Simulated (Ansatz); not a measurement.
**A computed series for MgSe: pressure series**

Take MgSe in the rock salt structure (space group Fm-3m, No. 225) as the base.

MgSe has the cubic space group Fm-3m (No. 225), the rock salt structure, Pearson symbol cF8. Cell: a = b = c = 5.4498 Å, α = β = γ = 90.00°. Se on 4a is surrounded by 6 Mg at 2.725 Å (octahedral). Mg on 4b is surrounded by 6 Se at 2.725 Å (octahedral). (Neighbours: up to the widest gap in distance over summed covalent radii, below 1.35, at either atom; cation-cation and far metal-metal contacts left out.)
(The calculation used a cell of 2 atoms; values per cell refer to that cell.)

Cell and atoms are relaxed at each pressure.

Calculations: PBEsol (Ansatz, an electronic-structure program; PAW; 420 eV plane waves; no SOC).

Notes on the quantities. hole mass: degenerate bands, along [100].

| case | band gap | lattice parameter a | smallest direct gap | hole mass |
|---|---|---|---|---|
| base | 1.78 eV | 10.299 bohr | 2.50 eV | 0.16, 0.77, 0.77 mₑ (at Γ) |
| pressure −2 GPa | 1.72 eV | 10.413 bohr | 2.29 eV | 0.15, 0.81, 0.81 mₑ (at Γ) |
| pressure −1 GPa | 1.75 eV | 10.354 bohr | 2.40 eV | 0.16, 0.79, 0.79 mₑ (at Γ) |
| pressure 1.8 GPa | 1.82 eV | 10.208 bohr | 2.68 eV | 0.17, 0.75, 0.75 mₑ (at Γ) |
| pressure 4.2 GPa | 1.87 eV | 10.102 bohr | 2.90 eV | 0.17, 0.73, 0.73 mₑ (at Γ) |
| pressure 9 GPa | 1.95 eV | 9.925 bohr | 3.30 eV | 0.18, 0.68, 0.68 mₑ (at Γ) |
| pressure 18 GPa | 2.06 eV | 9.670 bohr | 3.94 eV | 0.20, 0.62, 0.62 mₑ (at Γ) |
| pressure 30 GPa | 2.18 eV | 9.419 bohr | 4.66 eV | 0.21, 0.56, 0.56 mₑ (at Γ) |
| pressure 45 GPa | 2.29 eV | 9.184 bohr | 5.12 eV | 0.22, 0.51, 0.51 mₑ (at Γ) |
| pressure 60 GPa | ___ | ___ | ___ | ___ |

### Question
Complete the table.

### Answer

- pressure 60 GPa, band gap: 2.15 eV
- pressure 60 GPa, lattice parameter a: 8.999 bohr
- pressure 60 GPa, smallest direct gap: 5.21 eV
- pressure 60 GPa, hole mass: 0.23, 0.47, 0.47 mₑ (at Γ)

Load acts through the strain it causes; cell and atoms are relaxed under it. Masses are band curvatures over ±0.01 Å⁻¹ around the edge. Whether these cells are dynamically stable was not tested. No other phases were tried under pressure.
